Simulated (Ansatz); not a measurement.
# Phonons of diamond Si at temperature

Method: the stochastic self-consistent harmonic approximation in a 3×3×3 supercell, DFT at the LDA level (Ansatz, a first-principles code). The cell is fixed at its relaxed static size. Melting and transitions to other phases are not modelled. An odd repeat of the supercell leaves out some zone-boundary points, where instabilities often lie. Frequencies in cm⁻¹ at q = (0.00, 0.00, 0.33) (fractions of the primitive reciprocal vectors), each column in ascending order, rows equal in every column written once; i marks an imaginary mode. The auxiliary (Gaussian) frequencies are positive by construction; the free-energy Hessian decides stability.

| harmonic | Gaussian 300 K | Hessian 300 K | Gaussian 1000 K | Hessian 1000 K |
|---|---|---|---|---|
| 100 | 98 | 98 | 95 | 93 |
| 292 | 290 | 288 | 284 | 277 |
| 463 | 460 | 455 | 451 | 435 |
| 492 | 489 | 483 | 481 | 462 |

```
Property                                                                        Value
--------------------------------------------------------------------  ---------------
pressure at 300 K in this cell                                        0.47 ± 0.00 GPa
pressure at 1000 K in this cell                                       0.90 ± 0.01 GPa
pressure near 300 K by path-integral sampling of the fitted surface          0.46 GPa
pressure near 1000 K by path-integral sampling of the fitted surface         0.84 GPa
static pressure                                                              0.07 GPa
```

Over all wave vectors of the supercell the softest harmonic mode is 100 cm⁻¹ at q = (0.00, 0.00, 0.33); the softest of the Hessian is 98 cm⁻¹ at q = (0.00, 0.00, 0.33) at 300 K (error under 1; the run's verdict: stable), 93 cm⁻¹ at q = (0.00, 0.00, 0.33) at 1000 K (error under 1; the run's verdict: stable).
